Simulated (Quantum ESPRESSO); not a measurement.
Input and output of a self-consistent single point for NaMoO2 (R-3m, 4 atoms in the cell) (Quantum ESPRESSO).

Level of theory: PBEsol+U, GBRV 1.5 ultrasoft (PBESOL) pseudopotentials (plane waves; Quantum ESPRESSO).

```xyz
4
Lattice="1.6168 -0.9334 5.2193 0.0000 1.8669 5.2193 -1.6168 -0.9334 5.2193" Properties=species:S:1:pos:R:3 pbc="T T T"
Na     0.0000     0.0000     7.8290
Mo     0.0000     0.0000     0.0000
O      0.0000     0.0000     4.1509
O      0.0000     0.0000    11.5070
```
Moments meant for the start (each program seeds them in its own way; μB, in the order of the atoms Na Mo O O): 0.0 2.0 0.0 0.0.

Reference input (self-consistent single point, DFT, PBEsol+U, plane waves, GBRV 1.5 ultrasoft (PBESOL) pseudopotentials): ecutwfc = 40 Ry; ecutrho = 320 Ry; occupations = smearing; smearing = gauss; degauss = 0.000734986 Ry; nspin = 2; potentials = {Na: na_pbesol_v1.5.uspp.F.UPF, Mo: mo_pbesol_v1.uspp.F.UPF, O: o_pbesol_v1.2.uspp.F.UPF}; K_POINTS = automatic 6 6 6 0 0 0; HUBBARD = ortho-atomic; U Mo-4d 4.38 eV; conv_thr = 1e-09 Ry; mixing_beta = 0.3. This run's input differs from it in these lines:

```diff
@@ -38,3 +38,3 @@
 HUBBARD {ortho-atomic}
-U Mo-4d 4.38
+U Mo-4d 6
```

The program printed (abridged):

```
     Self-consistent Calculation

     iteration #  1     ecut=    40.00 Ry     beta= 0.30

     =================== HUBBARD OCCUPATIONS ===================
     ------------------------ ATOM    2 ------------------------
     Tr[ns(  2)] (up, down, total) =   3.56170  0.43036  3.99205
     Atomic magnetic moment for atom   2 =   3.13134
     SPIN  1
     eigenvalues:
       0.308  0.308  0.980  0.982  0.982
     SPIN  2
     eigenvalues:
       0.046  0.050  0.050  0.142  0.142

     Number of occupied Hubbard levels =    3.9921

     negative rho (up, down):  0.000E+00 1.185E-04

     total energy              =    -298.68102240 Ry
   [... lines left out ...]

     total energy              =    -298.83807316 Ry
     estimated scf accuracy    <          1.4E-09 Ry

     total magnetization       =     3.00 Bohr mag/cell
     absolute magnetization    =     3.03 Bohr mag/cell

     iteration # 15     ecut=    40.00 Ry     beta= 0.30

     negative rho (up, down):  0.000E+00 2.067E-03

     Magnetic moment per site  (integrated on atomic sphere of radius R)
     atom   1 (R=0.180)  charge=  8.0222  magn=  0.0010
     atom   2 (R=0.160)  charge=  9.8233  magn=  1.8304
     atom   3 (R=0.160)  charge=  5.8660  magn=  0.0450
     atom   4 (R=0.160)  charge=  5.8660  magn=  0.0450
     End of self-consistent calculation

     =================== HUBBARD OCCUPATIONS ===================
     ------------------------ ATOM    2 ------------------------
     Tr[ns(  2)] (up, down, total) =   3.58786  0.71156  4.29942
     Atomic magnetic moment for atom   2 =   2.87629
     SPIN  1
     eigenvalues:
       0.305  0.305  0.990  0.994  0.994
     SPIN  2
     eigenvalues:
       0.077  0.082  0.082  0.235  0.235

     Number of occupied Hubbard levels =    4.2994

     the Fermi energy is    12.4716 ev

!    total energy              =    -298.83807317 Ry
     estimated scf accuracy    <          5.1E-11 Ry
     smearing contrib. (-TS)   =      -0.00000000 Ry
     internal energy E=F+TS    =    -298.83807317 Ry

     Hubbard energy            =       0.22644856 Ry

   [... lines left out ...]
     total magnetization       =     3.00 Bohr mag/cell
     absolute magnetization    =     3.03 Bohr mag/cell
     Total force =     0.006882     Total SCF correction =     0.000001
   [... lines left out ...]

     negative rho (up, down):  0.000E+00 2.067E-03
          total   stress  (Ry/bohr**3)                   (kbar)     P=       30.17
   0.00019057  -0.00000000   0.00000000           28.03       -0.00        0.00
   0.00000000   0.00019057   0.00000000            0.00       28.03        0.00
   0.00000000   0.00000000   0.00023406            0.00        0.00       34.43

   JOB DONE.
```

The run converged in 15 iterations. Against the reference run the pressure goes from 1.54 to 3.02 GPa, the largest force goes from 0.009 to 0.125 eV/Å, the gap on the mesh goes from 2.575 to 2.915 eV and the size of the net moment stays at 0.75 μB/atom.

The starting cell comes from a database of computed structures (which also holds hypothetical and non-ambient phases and stackings), without a prior relaxation at this level. With one magnetic atom in the cell only a parallel order is possible. With U or open f shells several self-consistent states can exist. With a pressure of about 3 GPa the cell is away from its equilibrium volume at this level.

Cost on one core of a shared machine: roughly 2 min.
